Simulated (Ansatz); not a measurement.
The parent structure is a 16-atom supercell of GaN in the zinc blende structure (space group F-43m, No. 216; a = 4.498 Å) at its relaxed geometry.

Level of theory: Ansatz (an electronic-structure program), r2SCAN, PAW, cutoff 500 eV, no SOC.

One neutral defect a cell, atoms relaxed at fixed cell.

One change was made to it. Results:

```json
[
 {"quantity": "pressure", "base": "0.0 GPa", "after": "2.6 GPa"},
 {"quantity": "largest displacement of a host atom from its site in the perfect cell", "base": "–", "after": "0.17 Å"}
]
```

**Question.** What was done to the base?
A) As on a N site, symmetric start
B) N vacancy, symmetric start
C) Ga vacancy
D) Ga interstitial (started 1.95 Å from the nearest host atom), symmetric start

**Answer.** C, Ga vacancy. For comparison, the pressure in the other runs: Ga interstitial (started 1.95 Å from the nearest host atom), symmetric start gives 27.0 GPa; As on a N site, symmetric start gives 21.3 GPa; N vacancy, symmetric start gives -1.0 GPa.

The magnetic state is the one reached from the starting moments; the real material's order can differ, and small cells can't hold many antiferromagnetic ones. The cell is small, so the values are those of an ordered compound at a high defect concentration; dilute-limit values will differ. The mesh was chosen for an insulator and is coarse for the gapless case. Defects with a symmetric start kept the site's symmetry and may sit on a saddle; the others started slightly shaken. Starting moments died away, wholly or in part, for Ga interstitial (started 1.95 Å from the nearest host atom), As on a N site and N vacancy; another magnetic solution may exist. This is not the structure that GaN has at room temperature and ambient pressure.
